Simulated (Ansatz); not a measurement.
Here is the system:

```xyz
2
Lattice="0.0163 2.9703 3.0061 2.9680 0.0643 2.9581 3.0460 3.0002 -0.0137" Properties=species:S:1:pos:R:3 pbc="T T T"
I      4.5312     4.5111     4.4859
Cu    -0.0085     0.0150    -0.0231
```

A single point on CuI with a change (strain tensor (xx, yy, zz, yz, xz, xy) = (−0.42, −1.94, −0.75, +0.57, −1.03, +1.57) %), its geometry relaxed with r2SCAN.

Method: Ansatz (a first-principles code), HSE06, PAW, cutoff 420 eV, spin-orbit coupling included. k-mesh 6×6×6 (Γ-centred); smearing 0.01 eV (Fermi–Dirac).

### Question
What is the computed band gap?

### Answer
2.46 eV.

### Question
What is the computed valence-band top at Γ (three highest Kramers pairs, from the VBM)?

### Answer
0.00, -0.07, -0.70 eV.

Single points use the geometry relaxed with r2SCAN. Whether these cells are dynamically stable was not tested. The cell was made from CuI in the zinc blende structure (space group F-43m, No. 216) by this change: strain tensor (xx, yy, zz, yz, xz, xy) = (−0.42, −1.94, −0.75, +0.57, −1.03, +1.57) %.
